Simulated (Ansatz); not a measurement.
Contacts of W

Plane-wave PAW runs of Ansatz (an electronic-structure program) at PBE, 420 eV, without spin–orbit coupling and spin-polarised for magnetic metals alone: periodic stacks cut from bulk faces, the metal strained to the host, one local minimum each, barriers from the potential line-up.

```tsv
metal face	host face	atoms; faces of host | metal; metal's strain (%)
(1) W (001)	SiC-3C (001)	17; Si/Si | W/W; -2.7
(2) W (110)	C-dia (110)	88; C/C | W/W; -2.9
(3) W (110)	HfO2-m (010)	48; O/O | W/W; -2.5
(4) W (110)	Si (110)	56; Si/Si | W/W; -0.8
(5) W (111)	C-dia (111)	52; C/C | W/W; -2.9
```

Task: Estimate the barriers.

Result: 
```csv
metal face,host face,atoms; faces of host | metal; metal's strain (%),hole barrier (eV),electron barrier (eV)
(1) W (001),SiC-3C (001),17; Si/Si | W/W; -2.7,1.04,0.33
(2) W (110),C-dia (110),88; C/C | W/W; -2.9,0.45,3.68
(3) W (110),HfO2-m (010),48; O/O | W/W; -2.5,2.45,1.59
(4) W (110),Si (110),56; Si/Si | W/W; -0.8,0.51,0.10
(5) W (111),C-dia (111),52; C/C | W/W; -2.9,0.92,3.21
```
